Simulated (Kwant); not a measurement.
Model system: wire with a side stub in a Si two-dimensional gas. Effective mass 0.19 mₑ, grid spacing 3.3 nm, hard walls, nominal width 100 nm (31 grid rows, so walls 105.6 nm apart), one parabolic valley, scattering region 300 nm long along x; energies count from the band bottom; Fermi energy swept from 0.00015833 to 0.0018802 eV. Closed stub on one side, 71 nm wide and 140 nm deep.

The device is made up for the run: typed textbook-type constants, with dimensions and the other settings drawn at random.

Computed with Kwant: effective-mass tight-binding model on a square grid, one spin, coherent transport at 0 K. Conductance is in e²/h.

Question: How many channels do the leads carry at E = 1.23, 1.79 meV?

Answer: The hard-wall thresholds are n² ħ²π²/(2mW²) = n² × 0.177 meV with W = 105.6 nm. √(1.23/0.177) = 2.63, so 2. √(1.79/0.177) = 3.18, so 3.
